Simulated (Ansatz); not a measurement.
**LuC2 (I4/mmm, No. 139; cell taken from a computed entry)**

Computed with r²SCAN-D4 (plane waves, PAW; Ansatz, a first-principles code).

Run with plane-wave cutoff 500 eV, 16×16×16 k mesh, Fermi–Dirac smearing 0.05 eV, scalar-relativistic PAW data made under PBE.

Cell (relaxed at this level):

```yaml
crystal:
  lattice:
    - [-1.77248, 1.77248, 3.00606]
    - [1.77248, -1.77248, 3.00606]
    - [1.77248, 1.77248, -3.00606]
  atoms:
    - { symbol: Lu, position: [0.00000, 0.00000, 0.00000] }
    - { symbol: C, position: [0.60794, 0.60794, 0.00000] }
    - { symbol: C, position: [0.39206, 0.39206, 0.00000] }
```

For LuC2 (I4/mmm, No. 139; cell taken from a computed entry), the band gap is none.

Note: the relaxation could not lower the start's symmetry, so the cell can be a saddle point above a distorted one.

Spin–orbit coupling is not included.

The computed numbers hold no vibrational or temperature effects.
